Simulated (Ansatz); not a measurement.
For GaAs (model structure, started from the BeO type, P4₂/mnm, No. 136, 8 atoms in the cell), LDA (plane waves, PAW; Ansatz, a first-principles code) gives:

* **lattice constant a**: 6.847 Å
* **c axis length**: 3.963 Å
* **bulk modulus B0**: 67.6 GPa
* **cohesive energy**: 3.95 eV/atom
* **band gap**: 0.56 eV

### Question
What does r²SCAN (Ansatz, plane waves, PAW) give for the same quantities?

### Answer

- lattice constant a: 6.923 Å (grows by 1.1 %)
- lattice parameter c: 4.009 Å (goes up by 1.2 %)
- bulk modulus: 65.9 GPa (shrinks by 2.5 %)
- cohesive energy: 3.22 eV/atom (shrinks by 0.73 eV/atom)
- band gap: 1.00 eV (increases by 0.44 eV)

Changes are worked out from the printed values.

Unless a cell is named, each level is at its own relaxed cell (LDA 23.23, r²SCAN 24.02 Å³/atom).

Levels without +SOC have no spin–orbit coupling; where heavier elements are present it shifts gaps, mostly down, and can invert bands. Density-functional gaps are differences of (generalised) Kohn–Sham levels.

Caveats: the bulk modulus is −V dP/dV from two relaxed cells at ±2 % in volume (LDA, r²SCAN). Ansatz's density-functional and Hartree–Fock values are scalar-relativistic unless marked +SOC, with PAW data made under PBE.

A model structure was made by putting elements into a prototype or built by hand; it is no filed structure, need not be a known phase, and can be a saddle point held by its symmetry.
